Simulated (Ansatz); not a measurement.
# Pb in the fcc (Cu type) structure (space group Fm-3m, No. 225)

```yaml
crystal:
  lattice:
    - [0.00000, 2.46557, 2.46557]
    - [2.46557, 0.00000, 2.46557]
    - [2.46557, 2.46557, 0.00000]
  atoms:
    - { symbol: Pb, position: [0.00000, 0.00000, 0.00000] }
```

The values are results of PBEsol (Ansatz, a first-principles code; PAW; 420 eV plane waves; spin-orbit coupling left out), not measurements. Γ-centred 16×16×16 mesh, Fermi–Dirac width 0.05 eV.

| Quantity | Result |
|---|---|
| Volume per atom | 29.98 Å³ |
| Density | 11.48 g/cm³ |
| Band gap | zero |
| Total energy | -11754.947 eV/atom (σ→0; compares only within this code and set-up) |

No phonon test of stability was made.
